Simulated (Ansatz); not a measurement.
## Ansatz run on B4Rh5 (P6_3/mmc, 18 atoms in the cell): self-consistent single point

Computed with LDA (PW92), default PAW files made with PBE (plane waves; Ansatz, an electronic-structure program).

This input was run:

Ansatz 0.2 input:
```yaml
crystal:
  lattice:
    - [3.32321000, 0.00000000, 0.00000000]
    - [-1.66160500, 2.87798400, 0.00000000]
    - [0.00000000, 0.00000000, 20.29893000]
  atoms:
    - { symbol: B, position: [0.66666700, 0.33333300, 0.08595000] }
    - { symbol: B, position: [0.33333300, 0.66666700, 0.91405000] }
    - { symbol: B, position: [0.33333300, 0.66666700, 0.58595000] }
    - { symbol: B, position: [0.66666700, 0.33333300, 0.41405000] }
    - { symbol: B, position: [0.66666700, 0.33333300, 0.30366000] }
    - { symbol: B, position: [0.33333300, 0.66666700, 0.69634000] }
    - { symbol: B, position: [0.33333300, 0.66666700, 0.80366000] }
    - { symbol: B, position: [0.66666700, 0.33333300, 0.19634000] }
    - { symbol: Rh, position: [0.00000000, 0.00000000, 0.85243000] }
    - { symbol: Rh, position: [0.00000000, 0.00000000, 0.14757000] }
    - { symbol: Rh, position: [0.00000000, 0.00000000, 0.35243000] }
    - { symbol: Rh, position: [0.00000000, 0.00000000, 0.64757000] }
    - { symbol: Rh, position: [0.66666700, 0.33333300, 0.95261000] }
    - { symbol: Rh, position: [0.33333300, 0.66666700, 0.04739000] }
    - { symbol: Rh, position: [0.33333300, 0.66666700, 0.45261000] }
    - { symbol: Rh, position: [0.66666700, 0.33333300, 0.54739000] }
    - { symbol: Rh, position: [0.66666700, 0.33333300, 0.75000000] }
    - { symbol: Rh, position: [0.33333300, 0.66666700, 0.25000000] }
kpoints:
  mp_grid: { grid: [7, 7, 1] }
hamiltonian:
  xc: lda
  pseudopotentials: { kind: paw }
scf:
  occupations: { method: cold, width: 0.01 Ry }
output:
  forces: true
  eigenvalues: true
  stress: true
```

The program printed (abridged):

```
WARN the atoms were moved onto the symmetric positions of the space group found under crystal.symmetry.tolerance 1.0e-5 (fractional …
WARN basis.ecutwfc = 420 eV, the default
WARN ansatz: RAYON_NUM_THREADS=1 ignored (pool sized by the plan → 1); use --threads N
Pseudopotentials: kind: paw
Pseudopotential: B, paw, valence charge 3
Pseudopotential: Rh, paw, valence charge 17
Crystal: 18 atoms, lattice volume = 194.142 Å³
Basis set: ecut = 420 eV, 3859 PW (Γ)
Bands: 117, of which v1, the nominal top of the filled ones, is band 97 counted from 1 (96 counted from 0)
Symmetry: 24 space group operations
Space group: P63/mmc (ITA 194), of the structure as read, at distance tolerance 5.8e-5 Å
k-points: 8 of 49
PAW frozen core: B, regenerated for the run's functional, and the local potential with it
PAW frozen core: Rh, regenerated for the run's functional, and the local potential with it
Initial density: superposition of atomic densities (neutral atoms: chi_scale 0, normalization atom), corrected by the library's trained network
Initial wavefunctions: pseudopotential atomic-orbital guess
Eigensolver: davidson
Functional: x = slater, c = lda
SCF iter   1: F=—  HF=-63991.381304 eV  |F-HF|=—  |Δ(HF+E_count)|=         —  Δρ=8.54e-3  dr2=3.35e-1  ethr=1.77e-3  ⟨swp⟩=5.4  Hψ=3318  notcnv=0  defer=18
all-band conjugate gradients solve this SCF's bands
preconditioner: auto → Kerker (q_TF=auto, 2.728 Å⁻¹)
SCF iter   2: F=—  HF=-63991.367317 eV  |F-HF|=—  |Δ(HF+E_count)|=   1.40e-2  S|Δr|=    0.00e0  Δρ=4.76e-3  dr2=1.68e-1  ethr=1.73e-4  ⟨swp⟩=1.0  Hψ=1080  notcnv=0  defer=18
SCF iter   3: F=—  HF=-63991.354054 eV  |F-HF|=—  |Δ(HF+E_count)|=   1.33e-2  S|Δr|=    0.00e0  Δρ=9.93e-4  dr2=1.58e-2  ethr=8.67e-5  ⟨swp⟩=1.5  Hψ=840  notcnv=0  defer=18
SCF iter   4: F=—  HF=-63991.352767 eV  |F-HF|=—  |Δ(HF+E_count)|=   1.29e-3  S|Δr|=    0.00e0  Δρ=3.64e-4  dr2=1.14e-3  ethr=8.16e-6  ⟨swp⟩=1.5  Hψ=841  notcnv=0  defer=18
SCF iter   5: F=—  HF=-63991.352658 eV  |F-HF|=—  |Δ(HF+E_count)|=   1.09e-4  S|Δr|=    0.00e0  Δρ=1.13e-4  dr2=6.81e-5  ethr=5.90e-7  ⟨swp⟩=1.9  Hψ=844  notcnv=0  defer=18
SCF iter   6: F=—  HF=-63991.352522 eV  |F-HF|=—  |Δ(HF+E_count)|=   1.36e-4  S|Δr|=    0.00e0  Δρ=4.20e-5  dr2=3.26e-6  ethr=3.51e-8  ⟨swp⟩=2.1  Hψ=1258  notcnv=0  defer=18
SCF iter   7: F=—  HF=-63991.352521 eV  |F-HF|=—  |Δ(HF+E_count)|=   5.47e-7  S|Δr|=    0.00e0  Δρ=1.09e-5  dr2=2.81e-7  ethr=1.68e-9  ⟨swp⟩=2.0  Hψ=1237  notcnv=0  defer=18
SCF iter   8: F=-63991.352521 eV  HF=-63991.352521 eV  |F-HF|=7.19e-9  |Δ(HF+E_count)|=   5.35e-8  S|Δr|=    0.00e0  Δρ=4.81e-6  dr2=2.19e-8  ethr=5.15e-11  ⟨swp⟩=8.9  Hψ=3727  notcnv=0
SCF 1 converged in 8 iterations: F = -63991.352521 eV  dr2 = 2.19e-8
SCF converged after 8 iterations
Stability not checked (fill_not_monotonic)
Free energy (F): -63991.352521 eV
Harris-Foulkes:  -63991.352521 eV  (|F-HF|=7.19e-9)
Internal energy: -63991.368475 eV  (E = F + TS)
E sigma→0 (E₀):  -63991.357839 eV
Entropy (-TS):   0.015954 eV (0.886 meV/atom)
Fermi energy:    18.329761 eV
--- Per-component energies (eV) ---
  E_band       = -1221.124224
  E_kinetic    = 6135.632880
  E_local      = -18506.169417  (includes V_loc(G=0)·N_el)
  E_nonlocal   = 3706.426189
  E_hartree    = 6655.997753
  E_xc         = -2467.289608
  E_vxc        = -3093.311449  (∫ρ·V_xc dr)
  E_paw        = -35224.900063  (= ΣΔE_a)
  E_vpaw       = -2775.703320  (= ΣTr[D̂ρ^β])
  E_aug_tail   = 0.007614  (compensation charges beyond the density's cutoff)
  E_ewald      = -24297.665319
  E_core_change = 6.591496  (= ΣΔE_core)
  E_smearing   = 0.015954  (= −TS)
  E_closure    = -0.000000  (closes the sum)
  Σ components = -63991.352521   (vs F -63991.352521, Δ=0.00e0)
--- Forces (eV/Å), atoms counted from 1 ---
  atom   1  B     -0.00000000     0.00000000    -0.00126780
  atom   2  B     -0.00000000    -0.00000000     0.00126780
  atom   3  B     -0.00000000    -0.00000000    -0.00126780
  atom   4  B      0.00000000     0.00000000     0.00126780
  atom   5  B      0.00000000    -0.00000000    -0.01228435
  atom   6  B      0.00000000     0.00000000     0.01228435
  atom   7  B      0.00000000     0.00000000    -0.01228435
  atom   8  B      0.00000000    -0.00000000     0.01228435
  atom   9  Rh     0.00000000    -0.00000000     0.04861403
  atom  10  Rh    -0.00000000     0.00000000    -0.04861403
  atom  11  Rh    -0.00000000     0.00000000     0.04861403
  atom  12  Rh     0.00000000    -0.00000000    -0.04861403
  atom  13  Rh    -0.00000000     0.00000000    -0.04049318
  atom  14  Rh     0.00000000    -0.00000000     0.04049318
  atom  15  Rh    -0.00000000    -0.00000000    -0.04049318
  atom  16  Rh     0.00000000     0.00000000     0.04049318
  atom  17  Rh     0.00000000     0.00000000     0.00000000
  atom  18  Rh     0.00000000    -0.00000000     0.00000000
  max |Σ_I F_I| component: 1.25e-16 eV/Å
--- Stress (GPa, compression-positive) ---
      -10.073686       0.000000       0.000000
       -0.000000     -10.073686       0.000000
        0.000000       0.000000     -10.743331
  P = ⅓ Tr σ = -10.2969 GPa (-102.969 kbar)
  The stress holds the Pulay correction. Without it, at fixed plane waves, as pw.x and ABINIT print it: P = -10.4603 GPa
--- Band table (eV; the first three rows and the last of 8) ---
  k-point 0: bands = ["-60.1130", "-60.1130", "-59.9991", "-59.9988", "-59.9950", "-59.9946", "-59.8026", "-59.8026", "-59.7530", "-59.7530", "-28.1716", "-28.1716", "-28.1715", "-28.1715", "-28.0799", "-28.0741", "-28.0312", "-28.0312", "-28.0293", [...]
  k-point 1: bands = ["-60.1115", "-60.1115", "-59.9980", "-59.9977", "-59.9945", "-59.9943", "-59.7999", "-59.7999", "-59.7546", "-59.7546", "-28.1905", "-28.1901", "-28.1774", "-28.1773", "-28.0875", "-28.0854", "-28.0383", "-28.0361", "-28.0356", [...]
  k-point 2: bands = ["-60.1081", "-60.1081", "-59.9955", "-59.9953", "-59.9936", "-59.9934", "-59.7928", "-59.7928", "-59.7592", "-59.7592", "-28.2292", "-28.2289", "-28.1902", "-28.1901", "-28.1241", "-28.1198", "-28.0772", "-28.0689", "-28.0470", [...]
  k-point 7: bands = ["-60.1042", "-60.1042", "-59.9927", "-59.9927", "-59.9925", "-59.9925", "-59.7792", "-59.7792", "-59.7699", "-59.7699", "-28.2474", "-28.2470", "-28.2289", "-28.2286", "-28.1418", "-28.1414", "-28.0895", "-28.0884", "-28.0857", [...]
```

The run converged in 8 iterations.

The starting cell comes from a database of computed structures (which also holds hypothetical and non-ambient phases and stackings), without a prior relaxation at this level. Spin polarisation is off. With a pressure of about -10 GPa the cell is away from its equilibrium volume at this level. Ansatz's pressure includes its estimate of the finite-basis (Pulay) stress.
